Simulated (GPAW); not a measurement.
Band structure of SnAu5 (R32, 6 atoms in the cell).

```yaml
crystal:
  lattice:
    - [2.52523, 1.45794, 4.86447]
    - [-2.52523, 1.45794, 4.86447]
    - [0.00000, -2.91588, 4.86447]
  atoms:
    - { symbol: Sn, position: [0.00000, 0.00000, 0.00000] }
    - { symbol: Au, position: [0.67015, 0.67015, 0.67015] }
    - { symbol: Au, position: [0.32985, 0.32985, 0.32985] }
    - { symbol: Au, position: [0.50000, 0.17077, 0.82924] }
    - { symbol: Au, position: [0.82924, 0.50000, 0.17077] }
    - { symbol: Au, position: [0.17077, 0.82924, 0.50000] }
```

Method: PBEsol, GPAW PAW datasets PBEsol (made by gpaw-setup) (plane waves; GPAW 25.7.0).

Settings: mode = pw; ecut = 600 eV; xc = PBEsol; kpts = 5 5 5; mesh shift (steps) = 0 0 0; occupations.name = methfessel-paxton; occupations.width = 0.1 eV; occupations.order = 0; nbands = -14; symmetry.symmorphic = false; symmetry.tolerance = 0.0005; maxiter = 100; bandpath_npoints = 40.

The starting cell comes from a database of computed structures (which also holds hypothetical and non-ambient phases and stackings), without a prior relaxation at this level. Its lattice was rescaled by a random factor within 2.5 % of one. Spin-orbit coupling is off.

Levels in eV from the Fermi level, bands 31 to 38:
```json
[
 {"point": "Γ", "31": "-2.67", "32": "-2.44", "33": "-0.71", "34": "1.37", "35": "1.37", "36": "1.43", "37": "2.18", "38": "2.62"},
 {"point": "L", "31": "-2.64", "32": "-2.14", "33": "-1.85", "34": "-0.96", "35": "-0.66", "36": "0.43", "37": "1.30", "38": "2.75"},
 {"point": "Z", "31": "-2.93", "32": "-2.80", "33": "-0.78", "34": "1.08", "35": "1.08", "36": "1.59", "37": "2.03", "38": "2.03"},
 {"point": "F", "31": "-2.67", "32": "-2.15", "33": "-1.82", "34": "-1.42", "35": "-1.34", "36": "-0.20", "37": "3.99", "38": "4.42"},
 {"point": "P1", "31": "-2.58", "32": "-2.36", "33": "-2.32", "34": "-1.30", "35": "-0.31", "36": "0.47", "37": "2.87", "38": "3.70"},
 {"point": "P", "31": "-2.58", "32": "-2.36", "33": "-2.32", "34": "-1.30", "35": "-0.31", "36": "0.47", "37": "2.87", "38": "3.70"}
]
```

Bands cross the Fermi level along this path, so the cell is metallic at this level.
